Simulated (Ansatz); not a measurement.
We consider CdGaNO (model structure, started from the AlSiCN type, P3m1, No. 156, 4 atoms in the cell), described by PBE (plane waves, PAW; Ansatz, a first-principles code).

Run with plane-wave cutoff 520 eV, 18×18×10 k mesh (along the axes of the cell as run), Fermi–Dirac smearing 0.05 eV, scalar-relativistic PAW data made under PBE.

Cell (relaxed at this level):

```cif
data_CdGaNO
_chemical_formula_sum 'Ga1 Cd1 O1 N1'
_space_group_name_H-M_alt 'P3m1'
_space_group_IT_number 156
_space_group_name_Hall 'P 3 -2"'
_cell_length_a 3.33030
_cell_length_b 3.33030
_cell_length_c 5.75216
_cell_angle_alpha 90.000
_cell_angle_beta 90.000
_cell_angle_gamma 120.000
loop_
_atom_site_label
_atom_site_type_symbol
_atom_site_symmetry_multiplicity
_atom_site_Wyckoff_symbol
_atom_site_fract_x
_atom_site_fract_y
_atom_site_fract_z
_atom_site_occupancy
Ga1 Ga 1 b 0.33333 0.66667 0.50173 1
Cd1 Cd 1 c 0.66667 0.33333 0.98068 1
O1 O 1 b 0.33333 0.66667 0.17083 1
N1 N 1 c 0.66667 0.33333 0.59674 1
```

Predict the band gap and bulk modulus.


- band gap: 0.45 eV (on the SCF k mesh)
- bulk modulus: 125 GPa

Note: the bulk modulus is −V dP/dV from two relaxed cells at ±2 % in volume; the relaxation could raise the start's symmetry but not lower it, so the cell can be a saddle point.

Spin–orbit coupling is not included.

Cost on a shared machine: around 11 core-minutes (rough).

A model structure was made by putting elements into a prototype or built by hand; it is no filed structure, need not be a known phase, and can be a saddle point held by its symmetry.
